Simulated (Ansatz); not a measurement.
**Pressure series in Mo5Si3**

The parent structure is Mo₅Si₃ (space group I4/mcm, No. 140).

```yaml
crystal:
  lattice:
    - [-4.80193, 4.80193, 2.43593]
    - [4.80193, -4.80193, 2.43593]
    - [4.80193, 4.80193, -2.43593]
  atoms:
    - { symbol: Si, position: [0.83250, 0.66750, 0.50000] }
    - { symbol: Si, position: [0.16750, 0.33250, 0.50000] }
    - { symbol: Si, position: [0.66750, 0.16750, 0.83500] }
    - { symbol: Si, position: [0.33250, 0.83250, 0.16500] }
    - { symbol: Si, position: [0.75000, 0.75000, 0.00000] }
    - { symbol: Si, position: [0.25000, 0.25000, 0.00000] }
    - { symbol: Mo, position: [0.92339, 0.22433, 0.14772] }
    - { symbol: Mo, position: [0.07661, 0.77567, 0.85228] }
    - { symbol: Mo, position: [0.22433, 0.07661, 0.30094] }
    - { symbol: Mo, position: [0.77567, 0.92339, 0.69906] }
    - { symbol: Mo, position: [0.57661, 0.72433, 0.30094] }
    - { symbol: Mo, position: [0.42339, 0.27567, 0.69906] }
    - { symbol: Mo, position: [0.27567, 0.57661, 0.85228] }
    - { symbol: Mo, position: [0.72433, 0.42339, 0.14772] }
    - { symbol: Mo, position: [0.25000, 0.75000, 0.50000] }
    - { symbol: Mo, position: [0.75000, 0.25000, 0.50000] }
```

Cell and atoms are relaxed at each pressure.

Computed with DFT with PBEsol, PAW potentials and a 420 eV plane-wave cutoff in Ansatz (a quantum-chemistry and plane-wave program), no SOC.

```tsv
pressure (GPa)	volume per atom (Å³/atom)
-2	14.154
-1	14.097
0	14.042
0.7	?
1.5	13.962
3	13.883
5	13.782
7.5	13.661
10	13.545
```

**Question.** Fit the third-order Birch–Murnaghan form P(V) = (3B₀/2)[(V₀/V)^(7/3) − (V₀/V)^(5/3)]·[1 + (3/4)(B₀′ − 4)((V₀/V)^(2/3) − 1)] (squares taken in P) to the rows shown and predict the withheld row.

**Answer.** Least squares on the printed values gives V₀ = 14.042 Å³/atom, B₀ = 257 GPa, B₀′ = 4.2; this predicts 14.004 Å³/atom, and the run gives 14.004 Å³/atom, in agreement.

Load acts through the strain it causes; cell and atoms are relaxed under it. Stability against distortions was not tested. Competing high-pressure phases were not computed. The final runs are not spin-polarised.
